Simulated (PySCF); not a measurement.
PySCF 2.14.0, B3LYP/def2-svp, df: p-cresol (Cc1ccc(O)cc1), 16 atoms. The geometry is a generated start, not checked to be a minimum at this level.

```
Property                       Value
-------------------  ---------------
task                          energy
method                         b3lyp
basis                       def2-svp
two-electron scheme  density fitting
mol.max_memory               3000 MB
mf.max_cycle                     100
mf.init_guess        minao (default)
mf.DIIS              CDIIS (default)
mf.conv_tol          1e-09 (default)
mf.grids.level           3 (default)
basis functions                  152
grid points                   191376
```

```xyz
16

C     -2.4530     0.0588     0.3122
C     -0.9689    -0.0058     0.1058
C     -0.1020     0.6537     0.9659
C      1.2668     0.6147     0.7683
C      1.7958    -0.0912    -0.3039
O      3.1370    -0.1608    -0.5378
C      0.9365    -0.7550    -1.1733
C     -0.4270    -0.7081    -0.9644
H     -2.9345    -0.8419    -0.0610
H     -2.6930     0.1768     1.3664
H     -2.8694     0.9114    -0.2260
H     -0.4996     1.2073     1.8045
H      1.9283     1.1341     1.4509
H      3.6092     0.3362     0.1411
H      1.3575    -1.3010    -2.0025
H     -1.0838    -1.2293    -1.6460
```

One run each on 2 threads, 1 BLAS thread. Values of diis_space tried: 3, 5, 8 (default), 12, 20.

How does the count of Fock builds change with diis_space, and where is it least?

Fewest Fock builds, within one of each other: 5 with 13, 8 (default) with 13, 12 with 12, 20 with 12. The count rises to 20 at 3. All converge to one solution.

| diis_space | Fock builds | end |
|---|---|---|
| 3 | 20 | same solution |
| 5 | 13 | same solution |
| 8 (default) | 13 | same solution |
| 12 | 12 | same solution |
| 20 | 12 | same solution |
